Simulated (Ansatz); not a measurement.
A self-consistent single point of LiHF₂ (R3m, 4 atoms in the cell) with Ansatz (an electronic-structure program).

Computed with PBEsol, default PAW files made with PBE (plane waves; Ansatz).

```
CELL_PARAMETERS angstrom
      1.46258     0.84442     4.35359
     -1.46258     0.84442     4.35359
      0.00000    -1.68885     4.35359
ATOMIC_POSITIONS crystal
  Li 0.00383 0.00383 0.00383
  H  0.50000 0.50000 0.50000
  F  0.41331 0.41331 0.41331
  F  0.58669 0.58669 0.58669
```

Reference input (self-consistent single point, DFT, PBEsol, plane waves, default PAW files made with PBE): basis.ecutwfc = 420 eV; kpoints.mp_grid.grid = 10 10 10; hamiltonian.xc = pbesol; hamiltonian.pseudopotentials = {kind: paw} (the program's default PAW files); scf.occupations.method = fixed. This run's input differs from it in these lines:

Ansatz 0.2 input:
```diff
@@ -11,3 +11,3 @@
 basis:
-  ecutwfc: 420.0 eV
+  ecutwfc: 565.0 eV
 kpoints:
```

The program printed (abridged):

```
SCF iter   1: F=—  HF=-1823.359896 eV  |F-HF|=—  |Δ(HF+E_count)|=         —  Δρ=1.21e-2  dr2=2.80e-2  ethr=1.77e-3  ⟨swp⟩=4.2  Hψ=7461  notcnv=0  defer=179
all-band conjugate gradients solve this SCF's bands
preconditioner: auto → none
SCF iter   2: F=—  HF=-1823.352190 eV  |F-HF|=—  |Δ(HF+E_count)|=   7.71e-3  Δρ=4.18e-3  dr2=2.50e-3  ethr=1.56e-4  ⟨swp⟩=2.1  Hψ=3396  notcnv=0  defer=232
SCF iter   3: F=—  HF=-1823.351417 eV  |F-HF|=—  |Δ(HF+E_count)|=   7.73e-4  Δρ=8.49e-4  dr2=8.32e-5  ethr=1.39e-5  ⟨swp⟩=2.1  Hψ=2446  notcnv=0  defer=232
SCF iter   4: F=—  HF=-1823.351502 eV  |F-HF|=—  |Δ(HF+E_count)|=   8.48e-5  Δρ=2.03e-4  dr2=6.14e-6  ethr=4.62e-7  ⟨swp⟩=2.0  Hψ=2784  notcnv=0  defer=232
SCF iter   5: F=—  HF=-1823.351513 eV  |F-HF|=—  |Δ(HF+E_count)|=   1.07e-5  Δρ=8.29e-5  dr2=1.08e-6  ethr=3.41e-8  ⟨swp⟩=2.1  Hψ=2240  notcnv=0  defer=232
SCF iter   6: F=-1823.351513 eV  HF=-1823.351513 eV  |F-HF|=2.01e-7  |Δ(HF+E_count)|=   4.13e-7  Δρ=2.17e-5  dr2=4.43e-8  ethr=5.56e-10  ⟨swp⟩=6.0  Hψ=8171  notcnv=0
SCF 1 converged in 6 iterations: F = -1823.351513 eV  dr2 = 4.43e-8
Free energy (F): -1823.351513 eV
Internal energy: -1823.351513 eV  (E = F + TS)
E sigma→0 (E₀):  -1823.351513 eV
Fermi energy:    -0.723792 eV
--- Forces (eV/Å), atoms counted from 1 ---
  atom   1  Li    -0.00000000    -0.00000000    -0.21365180
  atom   2  H      0.00000000     0.00000000     0.22590779
  atom   3  F     -0.00000000    -0.00000000    -0.13515298
  atom   4  F      0.00000000     0.00000000     0.12286165
--- Stress (GPa, compression-positive) ---
        2.464872       0.000000       0.000000
        0.000000       2.464872       0.000000
        0.000000       0.000000       3.825955
  P = ⅓ Tr σ = 2.9186 GPa (29.186 kbar)
  The stress holds the Pulay correction. Without it, at fixed plane waves, as pw.x and ABINIT print it: P = 2.8576 GPa
```

The run converged in 6 iterations. Against the reference run the free energy drops by 3.7 meV/atom, the pressure moves little (2.95 to 2.92 GPa), the largest force stays at 0.226 eV/Å and the gap on the mesh stays at 8.316 eV.

The starting cell comes from a database of computed structures (which also holds hypothetical and non-ambient phases and stackings), without a prior relaxation at this level. Its lattice was rescaled by up to half a per cent. One atom was moved a little off its site on purpose. Ansatz's pressure includes its estimate of the finite-basis (Pulay) stress.
